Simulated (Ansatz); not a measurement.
Consider the following.

```
CELL_PARAMETERS angstrom
      0.00000     2.00793     2.00793
      2.00793     0.00000     2.00793
      2.00793     2.00793     0.00000
ATOMIC_POSITIONS crystal
  Au 0.00000 0.00000 0.00000
```

All values below come from PBEsol, rigid bands (plane waves, PAW, scalar-relativistic; Ansatz, a first-principles code). Condition of this run: hydrostatic pressure 10 GPa (the target of the relaxation). How the cell was made: cell and atoms relaxed with PBEsol, then loaded as said.

Task: For narrow interconnects the product ρ₀λ of bulk resistivity and mean free path ranks metals, the lower the better. What is it here?

Result: 8.1 ×10⁻¹⁶ Ω·m².

Task: And the Drude plasma energy and the root-mean-square Fermi velocity at 300 K?

Result: 9.2 eV; 1.4e6 m/s.

A metal at this level (no band gap); rigid bands, thermally averaged at 300 K, both spins. Spin-orbit coupling is left out, which matters with elements this heavy. τ is one relaxation time for all states; the product of resistivity and mean free path takes one path for all states instead.
